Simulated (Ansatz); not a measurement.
System: TiO₂ (P2₁/c, No. 14, 12 atoms in the cell; start mp-430; high-pressure phase). Method: LDA in Ansatz (plane waves, PAW).

Numerical settings: plane-wave cutoff 520 eV, 8×8×8 k mesh, Fermi–Dirac smearing 0.01 eV, no spin polarisation, scalar-relativistic PAW data made under PBE.

Cell (relaxed at this level):

```
CELL_PARAMETERS angstrom
      4.73118     0.00000    -0.00705
      0.00000     4.82209     0.00000
     -0.85554     0.00000     4.87161
ATOMIC_POSITIONS crystal
  Ti 0.27961 0.44619 0.71257
  Ti 0.72039 0.55381 0.28743
  Ti 0.72039 0.94619 0.78743
  Ti 0.27961 0.05381 0.21257
  O  0.44166 0.74124 0.97349
  O  0.55834 0.25876 0.02651
  O  0.55834 0.24124 0.52651
  O  0.44166 0.75876 0.47349
  O  0.06651 0.33133 0.34301
  O  0.93349 0.66867 0.65699
  O  0.93349 0.83133 0.15699
  O  0.06651 0.16867 0.84301
```

Question: Give the computed band gap, smallest direct gap on the k points sampled and Γ–Γ gap.

Answer: 
band gap: 2.19 eV (indirect)
smallest direct gap on the k points sampled: 2.27 eV
Γ–Γ gap: 2.45 eV

Computing time: very roughly 60 core-seconds.

A start named mp-… is a Materials Project structure, which need not be a measured phase.

Ansatz is an electronic-structure program.
